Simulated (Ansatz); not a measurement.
Consider BN (space group P6_422, No. 181; a = 2.595 Å, c = 5.797 Å; a hypothetical phase, not in the database extracts checked).

Calculations: Kohn–Sham DFT with the PBEsol functional, run in Ansatz (a quantum-chemistry and plane-wave program) with PAW and 420 eV plane waves, no spin-orbit coupling.

Before the change:

- Pressure = 0.01 GPa

The change: the cell is scaled by 0.9859 in all directions; the atoms relax in the strained cell.

Q: Estimate the effect on the energy relative to the base and pressure.

A: The energy increases by 13 meV/atom; the pressure (mean of the normal stresses, compression positive) goes up by 18.02 GPa (0.01 GPa → 18.03 GPa).

Whether these cells are dynamically stable was not tested. The base started in P3_121 and relaxed to P6_422 at this level.
